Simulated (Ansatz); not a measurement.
An Ansatz (an electronic-structure program) input (PBEsol (Ansatz), no spin-orbit coupling):

Ansatz 0.2 input:
```yaml
crystal:
  lattice:
    - [0, 4.008559264, 4.008559264]
    - [4.008559264, 0, 4.008559264]
    - [4.008559264, 4.008559264, 0]
  atoms:
    - { symbol: Br, position: [0.75, 0.75, 0.75] }
    - { symbol: Cs, position: [0, 0, 0] }
basis: { ecutwfc: 420, ecutrho_ratio: 4, xc_grid: 2, fft_grid_basis: typed }
kpoints: { mp_grid: { grid: [7, 7, 7] } }
hamiltonian:
  xc: pbesol
  dispersion: none
  pseudopotentials: { kind: paw }
scf: { occupations: { method: fermi_dirac, width: 0.05 }, convergence: { dr2_threshold: 0.0000000002 } }
output: { forces: true, stress: true }
```

Q: Which symmetry and how many k-points will the program report, and about how many plane waves at Γ?

A: Space group F-43m (ITA 216) with 24 operations, k-points 20 of 343, and 2565 plane waves at Γ.

Stability against distortions was not tested. The cell is CsBr in the zinc blende structure (space group F-43m, No. 216; a hypothetical phase, not in the database extracts checked).
